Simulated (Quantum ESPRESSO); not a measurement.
**Variants of one calculation on Sr₃WN₃ (P6_3/m, 14 atoms in the cell)**

```xyz
14
Lattice="7.9787 0.0000 0.0000 -3.9893 6.9097 0.0000 0.0000 0.0000 5.3623" Properties=species:S:1:pos:R:3 pbc="T T T"
Sr     4.6215     4.4917     1.3406
Sr    -0.6322     2.4181     4.0217
Sr    -1.5791     6.2482     4.0217
Sr     5.5685     0.6615     1.3406
Sr     1.7780     1.7565     1.3406
Sr     2.2113     5.1532     4.0217
W      3.9893     2.3032     4.0217
W      0.0000     4.6065     1.3406
N      4.7362     4.0114     4.0217
N     -0.7469     2.8984     1.3406
N     -1.1058     6.1074     1.3406
N      5.0952     0.8024     4.0217
N      2.1366     2.0960     4.0217
N      1.8527     4.8137     1.3406
```

Base run A: PBEsol, PseudoDojo standard norm-conserving (PBESOL) pseudopotentials in Quantum ESPRESSO, self-consistent single point.

Its settings: ecutwfc = 85 Ry; occupations = smearing; smearing = mp; degauss = 0.019992 Ry; potentials = {Sr: Sr.upf, W: W.upf, N: N.upf}; K_POINTS = automatic 4 4 4 0 0 0; conv_thr = 1e-10 Ry; mixing_beta = 0.4.

The starting cell comes from a database of computed structures (which also holds hypothetical and non-ambient phases and stackings), without a prior relaxation at this level. Its lattice was rescaled by a random factor within 2.5 % of one. Spin polarisation is off. In the base run, with a pressure of about -3 GPa the cell is away from its equilibrium volume at this level.

ΔF is the free energy per atom less that of run A. A dash stands where there is no value to compare (another energy zero or no entropy term, no result, no spin, no clean gap, or a mesh too coarse for one). Total energies depend on the potentials, the functional and any Hubbard or dispersion term, so they are compared only between runs that share all of them.

Run A gave: pressure (GPa) -3.15; largest force (eV/Å) 0.309; k-points 12.

Runs:
- B: conv_thr: 1e-10 Ry → 7.3e-12 Ry
- C: vdw_corr: default → grimme-d3; dftd3_version: default → 4; dftd3_threebody: default → true [PBEsol-D3(BJ) with three-body term]
- D: K_POINTS: automatic 4 4 4 0 0 0 → automatic 4 4 4 0 0 1
- E: degauss: 0.019992 Ry → 0.0073499 Ry
- F: nbnd: default → 61

**Question.** What does run C change against A?

**Answer.** The pressure goes from -3.15 to -5.02 GPa and the largest force moves little (0.309 to 0.308 eV/Å).

**Question.** What does run D change against A?

**Answer.** The free energy is nearly the same (within 1 meV/atom), the pressure hardly changes (-3.15 to -3.19 GPa) and the largest force goes from 0.309 to 0.329 eV/Å.

```tsv
run	ΔF (meV/atom)	pressure (GPa)	largest force (eV/Å)	k-points
A	0.00	-3.15	0.309	12
B	0.00	-3.15	0.309	12
C	–	-5.02	0.308	12
D	-0.27	-3.19	0.329	8
E	0.48	-3.14	0.289	12
F	-0.09	-3.14	0.308	12
```
